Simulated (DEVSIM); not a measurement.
Si p+/n-/n+ power diode

System: Si p+/n-/n+ power diode, at 250 K.

| layer (left to right) | material | thickness (μm) | Nd (cm⁻³) | Na (cm⁻³) | τn (s) | τp (s) |
|---|---|---|---|---|---|---|
| 1 | Si | 2.10 | - | 1.8e18 | 1.3e-5 | 1.3e-5 |
| 2 | Si | 14.0 | 1.6e15 | - | 1.3e-5 | 1.3e-5 |
| 3 | Si | 1.20 | 1.4e18 | - | 1.3e-5 | 1.3e-5 |

Left contact: ohmic. Right contact: ohmic. Voltage is applied to the left contact. Recombination: SRH at mid-gap. Mobility is μmin + (μ − μmin)/(1 + (N/Nref)^α).

The device is made up for the run: typed textbook-type constants, with dimensions and the other settings drawn at random. Values at 300 K; Nc and Nv go as T^1.5, mobilities as T to minus their exponent, the gap by Varshni's rule with the affinity fixed.

| parameter | Si |
|---|---|
| gap (eV) | 1.124 |
| affinity (eV) | 4.05 |
| permittivity | 11.7 |
| Nc (cm⁻³) | 2.86e19 |
| Nv (cm⁻³) | 3.1e19 |
| μn (cm²/Vs) | 1417 |
| μp (cm²/Vs) | 470 |
| μn,min | 52 |
| μp,min | 45 |
| Nref,n | 9.7e16 |
| Nref,p | 2.2e17 |
| αn | 0.68 |
| αp | 0.72 |
| T exponent of μn | 2.3 |
| T exponent of μp | 2.2 |
| Varshni α (eV/K) | 0.000473 |
| Varshni β (K) | 636 |

DEVSIM, 1D drift-diffusion, Boltzmann statistics, complete ionisation; no tunnelling, impact ionisation, image-force lowering or self-heating.

```
Item                                             Value
---------------------------------------------  -------
Potential step across the device at zero bias  1.022 V
Dark forward voltage at 1 A/cm²                0.810 V
Dark forward voltage at 100 A/cm²              0.916 V
```

Small-signal capacitance in reverse bias (quasi-static):

| V (V) | C (nF/cm²) |
|---|---|
| -4 | 5.26 |
| -10 | 3.50 |
| -20 | 2.52 |
| -30 | 2.07 |
| -40 | 1.81 |
| -60 | 1.48 |
| -80 | 1.28 |
| -100 | 1.15 |

Dark reverse current:

```json
[
 {"V (V)": "-4.00", "J (A/cm²)": "-6.7e-11"},
 {"V (V)": "-10.00", "J (A/cm²)": "-1.2e-10"},
 {"V (V)": "-20.00", "J (A/cm²)": "-1.8e-10"},
 {"V (V)": "-30.00", "J (A/cm²)": "-2.2e-10"},
 {"V (V)": "-40.00", "J (A/cm²)": "-2.6e-10"},
 {"V (V)": "-60.00", "J (A/cm²)": "-3.2e-10"},
 {"V (V)": "-80.00", "J (A/cm²)": "-3.7e-10"},
 {"V (V)": "-100.00", "J (A/cm²)": "-4.2e-10"}
]
```
